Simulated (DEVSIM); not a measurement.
System: abrupt Si p-n junction, at 300 K.

| layer (left to right) | material | thickness (μm) | Nd (cm⁻³) | Na (cm⁻³) | τn (s) | τp (s) |
|---|---|---|---|---|---|---|
| 1 | Si | 0.110 | - | 7.1e17 | 1.1e-6 | 1.1e-6 |
| 2 | Si | 120 | 2.4e17 | - | 1.1e-6 | 1.1e-6 |

Left contact: ohmic. Right contact: ohmic. Voltage is applied to the left contact. Recombination: SRH at mid-gap, radiative. Mobility is constant in doping.

Constants are typed, rounded textbook-type inputs, not results; the design itself was drawn at random and stands for no fabricated device. Values at 300 K.

```tsv
parameter	Si
gap (eV)	1.124
affinity (eV)	4.05
permittivity	11.7
Nc (cm⁻³)	2.86e19
Nv (cm⁻³)	3.1e19
μn (cm²/Vs)	1417
μp (cm²/Vs)	470
B (cm³/s)	4.7e-15
```

DEVSIM, 1D drift-diffusion, Boltzmann statistics, complete ionisation; no tunnelling, impact ionisation, image-force lowering or self-heating.

Question: Tabulate band edges, carrier densities and field at 0.9 V on the left contact.

Answer: Energies count from the Fermi level of the right contact; mesh points crowd at the junctions.

```tsv
x (μm)	Ec (eV)	Ev (eV)	n (cm⁻³)	p (cm⁻³)	field (V/cm)
0.000	0.126	-0.998	160	7.1e17	≈ 0
0.02497	0.126	-0.998	2.6e14	7.1e17	≈ 0
0.06145	0.126	-0.998	6.5e14	7.1e17	≈ 0
0.09496	0.124	-1.000	1.1e15	6.4e17	-5900
0.1252	0.008	-1.116	1.1e17	7.4e15	-23000
0.1746	-0.013	-1.137	2.4e17	3.2e15	-66
0.2864	-0.013	-1.137	2.4e17	3.2e15	11
0.6891	-0.013	-1.137	2.4e17	3.2e15	11
1.450	-0.012	-1.136	2.4e17	3.2e15	11
3.048	-0.010	-1.134	2.4e17	3.1e15	11
6.784	-0.006	-1.130	2.4e17	2.9e15	11
20.24	0.010	-1.114	2.4e17	2.5e15	11
45.68	0.038	-1.085	2.4e17	1.8e15	11
84.82	0.083	-1.041	2.4e17	9.7e14	11
107.9	0.110	-1.014	2.4e17	4.5e14	11
114.7	0.117	-1.007	2.4e17	2.3e14	11
117.7	0.121	-1.003	2.4e17	1.1e14	12
119.1	0.122	-1.002	2.4e17	4.7e13	12
119.8	0.123	-1.001	2.4e17	1.5e13	12
120.0	0.123	-1.001	2.4e17	6.2e12	12
120.1	0.124	-1.000	2.4e17	2.2e12	12
120.1	0.124	-1.000	2.4e17	480	12
```
